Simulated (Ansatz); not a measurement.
Consider the following.

```
CELL_PARAMETERS angstrom
      0.00000     2.84788     2.84788
      2.84788     0.00000     2.84788
      2.84788     2.84788     0.00000
ATOMIC_POSITIONS crystal
  Se 0.75000 0.75000 0.75000
  Zn 0.00000 0.00000 0.00000
```

No spin polarisation.

Level of theory: r2SCAN (Ansatz, a first-principles code), no spin-orbit coupling, earlier PAW set. Settings: 10×10×10 k-points, 0.05 eV Fermi–Dirac smearing.

Question: What width of the top valence band does the calculation give?

Answer: 2.63 eV.

Question: Predict the band gap.

Answer: 1.80 eV.

Question: Estimate the electron mass.

Answer: 0.12 mₑ (at Γ).

Load acts through the strain it causes; cell and atoms are relaxed under it. Effective masses come from finite differences of ±0.01 Å⁻¹. Stability against distortions was not tested. The cell was made from ZnSe in the zinc blende structure (space group F-43m, No. 216) by this change: pressure −1 GPa.
